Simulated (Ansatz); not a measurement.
Consider a periodic stack without vacuum, bcc V (1 1 1) on zinc-blende AlAs (1 1 1) (film strained to the substrate, started from cuts of the bulks and a machine-learned relaxation; slabs Al4As4 and V12, which can lie off the formulas): substrate slab Al4As4, film V12, surface cells [[0, -1], [1, -1]] and [[1, -1], [1, 0]], film strained by -4.4 and -4.4 %, outermost planes As/Al and V/V as cut, which need not be the usual terminations and can put a slab off its formula. Its start:

```yaml
crystal:
  lattice:
    - [4.05074, 0.00000, -0.13976]
    - [2.02537, 3.50805, -0.02378]
    - [-0.85479, -1.13730, 24.53926]
  atoms:
    - { symbol: Al, position: [0.49517, 0.80679, 0.13414] }
    - { symbol: Al, position: [0.88606, 0.16101, 0.26763] }
    - { symbol: Al, position: [0.29350, 0.57922, 0.39841] }
    - { symbol: Al, position: [0.27763, 0.67975, 0.50413] }
    - { symbol: As, position: [0.41580, 0.81310, 0.03233] }
    - { symbol: As, position: [0.83769, 0.14816, 0.16667] }
    - { symbol: As, position: [0.23036, 0.50428, 0.30159] }
    - { symbol: As, position: [0.61834, 0.96405, 0.45220] }
    - { symbol: V, position: [0.28503, 0.72726, 0.60510] }
    - { symbol: V, position: [0.61518, 0.04072, 0.56097] }
    - { symbol: V, position: [0.63105, 0.08300, 0.67496] }
    - { symbol: V, position: [0.95528, 0.40538, 0.63578] }
    - { symbol: V, position: [0.98414, 0.43536, 0.75061] }
    - { symbol: V, position: [0.30746, 0.76031, 0.71414] }
    - { symbol: V, position: [0.34172, 0.78215, 0.82514] }
    - { symbol: V, position: [0.66266, 0.10978, 0.78857] }
    - { symbol: V, position: [0.70197, 0.12718, 0.90264] }
    - { symbol: V, position: [0.02224, 0.45460, 0.86472] }
    - { symbol: V, position: [0.06604, 0.46915, 0.98252] }
    - { symbol: V, position: [0.38024, 0.79823, 0.93462] }
```

The start was prepared with a machine-learned potential, and the result is one local minimum, with the in-plane cell held and forces under 0.04 eV/Å; the film can end far from its bulk form.

These are PBE (plane waves to 420 eV, PAW; Ansatz, a program for electronic structure) values and carry that method's errors. No spin–orbit coupling; the runs are not spin-polarised; PBE gaps are too small against experiment. Its k-point mesh 9×9×1, Fermi–Dirac width 0.05 eV.

Predict the relaxed interface.


```
Item                                                                                       Value
-------------------------------------------------------------------------------  ---------------
interface area                                                                           14.2 Å²
period                                                                                   24.66 Å
heights between the nearest atoms of the two slabs at the two interfaces         1.38 and 1.24 Å
As–V contacts across the interfaces within 1.22 times the sum of covalent radii   5, mean 2.64 Å
Al–V contacts across the interfaces within 1.22 times the sum of covalent radii   4, mean 2.65 Å
```
